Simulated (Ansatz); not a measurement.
The parent structure is SiO₂ (space group P4_12_12, No. 92; a = 5.083 Å, c = 7.098 Å). Axes: x, y, z lie along a, b, c of the conventional cell.

Calculations: Ansatz (a quantum-chemistry and plane-wave program), PBE, PAW, cutoff 420 eV, without spin-orbit coupling, earlier PAW set.

For the base:

The valence-band top at Γ comes out as 0.00, -0.25, -0.25 eV.

One thing is altered: the cell is stretched by 1.57 % along z with no lateral relaxation; the atoms relax in the strained cell.

Q: Estimate the effect on the valence-band top at Γ and energy relative to the base.

A: The valence-band top at Γ (three highest levels, from the VBM) becomes 0.00, -0.21, -0.21 eV (base: 0.00, -0.25, -0.25 eV); the energy increases by 0.5 meV/atom.

The levels and masses belong to the bands next to the band gap. No phonon test of stability was made.
